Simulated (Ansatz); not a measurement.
Given:

```
SnSe
1.0
    4.08213     0.00000     0.00000
    0.00000    11.14922     0.00000
    0.00000     0.00000     4.27202
Sn Se
4 4
Cartesian
  3.06160   4.28373   2.46655
  1.02053   1.29088   0.33054
  1.02053   6.86549   1.80548
  3.06160   9.85833   3.94149
  3.06160   7.14196   4.18645
  1.02053   9.58187   2.05044
  1.02053   4.00726   0.08557
  3.06160   1.56735   2.22159
```

No spin polarisation.

All numbers come from plane-wave PAW DFT at the PBEsol-D3(BJ) level (Ansatz, a quantum-chemistry and plane-wave program, 420 eV), without spin-orbit coupling. Γ-centred 8×3×8 mesh, Fermi–Dirac width 0.05 eV.

Question: Predict the band gap, in-plane stress, gap character and smallest direct gap.

Answer: The band gap is 0.23 eV and the mean in-plane stress (compression positive) comes out as +0.6 GPa. The gap character comes out as indirect, Γ–Z (83 % along) → Γ–Z (17 % along) and the smallest direct gap is 0.60 eV.

The cells carry an imposed strain or load. Stability against distortions was not tested. The cell was made from SnSe in the GeS type structure (space group Pnma, No. 62) by this change: biaxial strain −0.72 %, plane normal [001], relaxed out of plane. A zero or small gap of SnSe can be the functional's error rather than a property of the material.
